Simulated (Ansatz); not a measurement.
WSeS (P-3m1, No. 164, 6 atoms in the cell; start mp-1216174), treated with PBEsol in Ansatz (plane waves, PAW).

Run with plane-wave cutoff 520 eV, 12×12×4 k mesh (along the axes of the cell as run), Fermi–Dirac smearing 0.01 eV, no spin polarisation, scalar-relativistic PAW data made under PBE.

Cell (relaxed at this level):

```cif
data_S2Se2W2
_chemical_formula_sum 'W2 Se2 S2'
_space_group_name_H-M_alt 'P-3m1'
_space_group_IT_number 164
_space_group_name_Hall '-P 3 2"'
_cell_length_a 3.20749
_cell_length_b 3.20749
_cell_length_c 12.96982
_cell_angle_alpha 90.000
_cell_angle_beta 90.000
_cell_angle_gamma 120.000
loop_
_atom_site_label
_atom_site_type_symbol
_atom_site_symmetry_multiplicity
_atom_site_Wyckoff_symbol
_atom_site_fract_x
_atom_site_fract_y
_atom_site_fract_z
_atom_site_occupancy
W1 W 2 d 0.33333 0.66667 0.25840 1
Se1 Se 2 d 0.66667 0.33333 0.12672 1
S1 S 2 d 0.66667 0.33333 0.37667 1
```

Task: Estimate the band gap and direct gap at Γ that the calculation returns.

Result: 
- band gap: 0.92 eV (on the SCF k mesh)
- direct gap at Γ: 2.51 eV

Note: the relaxation could not lower the start's symmetry, so the cell can be a saddle point above a distorted one; the cell has widely spaced layers and the level no dispersion term, so their spacing and the moduli can rest on weak binding.

Spin–orbit coupling is not included.

Static lattice: no zero-point or thermal effects.

Computing time: about 2.3 core-minutes (a rough figure).

A start named mp-… is a Materials Project structure, which need not be a measured phase.

Ansatz is a first-principles code.
